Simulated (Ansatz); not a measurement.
System: PdIn (model structure, within 0.1 Å of Pm-3m, No. 221, 2 atoms in the cell). Method: LDA in Ansatz (PAW).

Numerical settings: plane-wave cutoff 520 eV, 18×18×14 k mesh (along the axes of the cell as run), Fermi–Dirac smearing 0.05 eV, scalar-relativistic PAW data made under PBE.

Cell (relaxed at this level):

```
CELL_PARAMETERS angstrom
      3.21269     0.00000     0.00000
      0.00000     3.21269     0.00000
      0.00000     0.00000     3.21760
ATOMIC_POSITIONS crystal
  In 0.50000 0.50000 0.50000
  Pd 0.00000 0.00000 0.00000
```

### Question
Predict the bulk modulus B0.

### Answer

- bulk modulus B0 = 151 GPa

The run finds no gap.

Note: the bulk modulus is −V dP/dV from two relaxed cells at ±2 % in volume.

Spin–orbit coupling is not included.

The computed numbers hold no vibrational or temperature effects.

A model structure was made by putting elements into a prototype or built by hand; here it ended with the formula and space group of a phase in our tables.

Ansatz is a program for electronic structure.
